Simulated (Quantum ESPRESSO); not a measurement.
# Effort and miss along a sweep of K_POINTS: HfMo (Cmmm, 2 atoms in the cell)

```
CELL_PARAMETERS angstrom
      1.69627    -2.50955     0.00000
      1.69627     2.50955     0.00000
      0.00000     0.00000     4.51372
ATOMIC_POSITIONS crystal
  Hf 0.00000 0.00000 0.00000
  Mo 0.50000 0.50000 0.50000
```

Method: LDA (PZ), GBRV 1.5 ultrasoft (LDA) pseudopotentials (plane waves; Quantum ESPRESSO).

Base settings: ecutwfc = 40 Ry; ecutrho = 320 Ry; occupations = smearing; smearing = marzari-vanderbilt; degauss = 0.019992 Ry; potentials = {Hf: hf_lda_v1.uspp.F.UPF, Mo: mo_lda_v1.uspp.F.UPF}; K_POINTS = automatic 9 9 6 1 1 1; conv_thr = 1e-10 Ry.

Misses are taken against the tightest run, automatic 23 23 14 1 1 1, which need not be fully converged itself. The energy is the free energy per atom.

The count of work is k-points × plane waves × bands × iterations; it is no time, and leaves out set-up, grids and terms that scale otherwise. Core times come from one kind of shared machine and are given to one figure; runs under 30 s give none.

The starting cell comes from a database of computed structures (which also holds hypothetical and non-ambient phases and stackings), without a prior relaxation at this level. Its lattice was rescaled by a random factor within 2.5 % of one. Spin polarisation is off. In the base run, with a pressure of about -17 GPa the cell is away from its equilibrium volume at this level.

```csv
K_POINTS,energy less reference (meV/atom),pressure less reference (GPa),count of work / reference,core time / reference (rough)
automatic 1 1 1 1 1 1,1121.91,-22.68,0.00079,–
automatic 2 2 2 1 1 1,382.90,7.25,0.0019,–
automatic 3 3 2 1 1 1,223.37,4.10,0.0039,–
automatic 4 4 2 1 1 1,42.74,1.67,0.0055,–
automatic 5 5 3 1 1 1,-1.04,-0.33,0.015,–
automatic 5 5 4 1 1 1,9.10,0.19,0.017,–
automatic 7 7 4 1 1 1,9.50,0.09,0.028,–
automatic 8 8 5 1 1 1,2.91,0.01,0.052,0.10
automatic 9 9 6 1 1 1,1.35,0.07,0.069,0.1
automatic 11 11 7 1 1 1,-0.48,-0.01,0.13,0.2
automatic 13 13 8 1 1 1,0.13,0.02,0.19,0.2
automatic 15 15 10 1 1 1,-0.19,0.00,0.30,0.3
automatic 18 18 12 1 1 1,0.03,-0.01,0.53,0.5
automatic 23 23 14 1 1 1,0.00,0.00,1.0,1
```

Coarsest setting among those run that, with all tighter ones, holds the energy within 5 meV/atom of the reference: automatic 8 8 5 1 1 1, off by 2.9 meV/atom; it needs 0.052 of the reference's count of work and about 0.10 of the reference's time. The coarser automatic 5 5 3 1 1 1 also lies inside, but a setting between leaves the range again, so that is luck.

Coarsest setting among those run that, with all tighter ones, holds the energy within 2 meV/atom of the reference: automatic 9 9 6 1 1 1, off by 1.3 meV/atom; it needs 0.069 of the reference's count of work and about 0.1 of the reference's time. The coarser automatic 5 5 3 1 1 1 also lies inside, but a setting between leaves the range again, so that is luck.

The step from automatic 8 8 5 1 1 1 to automatic 13 13 8 1 1 1: it takes the miss in the energy from 2.9 to 0.13 meV/atom, for 3.8 times the count of work and roughly 2 times the time.
